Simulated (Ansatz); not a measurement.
Base system: Pt in the fcc (Cu type) structure (space group Fm-3m, No. 225; a = 3.942 Å; relaxed with 0.1 eV smearing). Axes: x, y, z lie along the cube axes.

All numbers come from r2SCAN, PAW, 500 eV (Ansatz, a first-principles code; no SOC).

The change: an isotropic linear strain of −2.50 %; the atoms relax in the strained cell.

**Question.** Predict the stress tensor and what it implies for the stiffness.

**Answer.** Stress of the strained cell less that of the base (GPa, compression positive):
```
   25.2     0.0     0.0
    0.0    25.2     0.0
    0.0     0.0    25.2
```

Then B = −ΔP/(ΔV/V₀) with ΔV/V₀ = -0.0731 gives secant stiffness values (nonlinear terms included at this strain): B ≈ 344 GPa.

As a check, the harmonic strain energy −½ V₀ Δσ:ε is 90 meV/atom; the computed energy rise is 81 meV/atom.

Whether these cells are dynamically stable was not tested. All final runs are without spin polarisation.
